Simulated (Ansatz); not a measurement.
ZrAu2 (I4/mmm, No. 139; cell taken from a computed entry), treated with LDA (Ansatz, a quantum-chemistry and plane-wave program, plane waves, PAW).

Numerical settings: plane-wave cutoff 520 eV, 22×22×22 k mesh, Fermi–Dirac smearing 0.05 eV, scalar-relativistic PAW data made under PBE.

Cell (relaxed at this level):

```yaml
crystal:
  lattice:
    - [-1.75839, 1.75839, 4.32827]
    - [1.75839, -1.75839, 4.32827]
    - [1.75839, 1.75839, -4.32827]
  atoms:
    - { symbol: Zr, position: [0.00000, 0.00000, 0.00000] }
    - { symbol: Au, position: [0.66878, 0.66878, 0.00000] }
    - { symbol: Au, position: [0.33122, 0.33122, 0.00000] }
```

Task: What does this level give for the bulk modulus?

Result: 
- bulk modulus = 179 GPa

The run finds no gap.

Note: the bulk modulus is −V dP/dV from two relaxed cells at ±2 % in volume; the relaxation could not lower the start's symmetry, so the cell can be a saddle point above a distorted one.

Spin–orbit coupling is not included; it can shift volumes and moduli of such heavy elements.

Computed values are for the static lattice.
